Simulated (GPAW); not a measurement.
Band structure of Si (Fd-3m, 2 atoms in the cell).

```yaml
crystal:
  lattice:
    - [0.00000, 2.72185, 2.72185]
    - [2.72185, 0.00000, 2.72185]
    - [2.72185, 2.72185, 0.00000]
  atoms:
    - { symbol: Si, position: [0.25000, 0.25000, 0.25000] }
    - { symbol: Si, position: [0.00000, 0.00000, 0.00000] }
```

Level of theory: PBE, GPAW PAW datasets PBE (gpaw-data 1.0.1) (plane waves; GPAW 25.7.0).

Settings: mode = pw; ecut = 600 eV; xc = PBE; kpts = 8 8 8; mesh shift (steps) = 0 0 0; occupations.name = fermi-dirac; occupations.width = 0.05 eV; nbands = -8; convergence.density = 1e-05 e/electron; convergence.energy = 1e-05 eV/electron; convergence.bands = -6; symmetry.symmorphic = false; symmetry.tolerance = 0.0005; maxiter = 100.

The starting cell comes from a database of computed structures (which also holds hypothetical and non-ambient phases and stackings), without a prior relaxation at this level.

Problem. Predict the gap along the standard path and the places of the band edges.

Solution. The gap along the path is 0.59 eV, from Γ to a point between Γ and X; the smallest direct gap on it is 2.56 eV.

Levels in eV from the top of the valence band on the SCF mesh, bands 1 to 8:
```json
[
 {"point": "Γ", "1": "-11.92", "2": "0.00", "3": "0.00", "4": "0.00", "5": "2.56", "6": "2.56", "7": "2.56", "8": "3.28"},
 {"point": "X", "1": "-7.80", "2": "-7.80", "3": "-2.84", "4": "-2.84", "5": "0.72", "6": "0.72", "7": "10.05", "8": "10.05"},
 {"point": "W", "1": "-7.64", "2": "-7.64", "3": "-3.83", "4": "-3.83", "5": "4.27", "6": "4.27", "7": "4.98", "8": "4.98"},
 {"point": "K", "1": "-8.21", "2": "-7.21", "3": "-4.27", "4": "-2.41", "5": "1.21", "6": "4.12", "7": "7.44", "8": "7.99"},
 {"point": "L", "1": "-9.60", "2": "-6.94", "3": "-1.19", "4": "-1.19", "5": "1.51", "6": "3.34", "7": "3.34", "8": "7.73"},
 {"point": "U", "1": "-8.21", "2": "-7.21", "3": "-4.27", "4": "-2.41", "5": "1.21", "6": "4.12", "7": "7.44", "8": "7.99"}
]
```
